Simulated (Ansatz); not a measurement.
Be5Au (F-43m, No. 216) was calculated with PBEsol-D3(BJ) in Ansatz (PAW).

Run with plane-wave cutoff 520 eV, 16×16×16 k mesh, Fermi–Dirac smearing 0.05 eV, scalar-relativistic PAW data made under PBE.

Computed at the level's own relaxed cell.

Problem. What does this level give for the volume per atom, bulk modulus B0, equilibrium lattice constant a and pressure derivative B′ of the bulk modulus?

Solution. 
- volume per atom = 8.97 Å³/atom
- bulk modulus B0 = 157 GPa
- equilibrium lattice constant a = 5.992 Å
- pressure derivative B′ of the bulk modulus = 3.9

The run finds no gap.

Note: the volume lies 5 % below that of the published cell.

Spin–orbit coupling is not included; it can shift volumes and moduli of such heavy elements.

The computed numbers hold no vibrational or temperature effects.

Ansatz is an electronic-structure program.
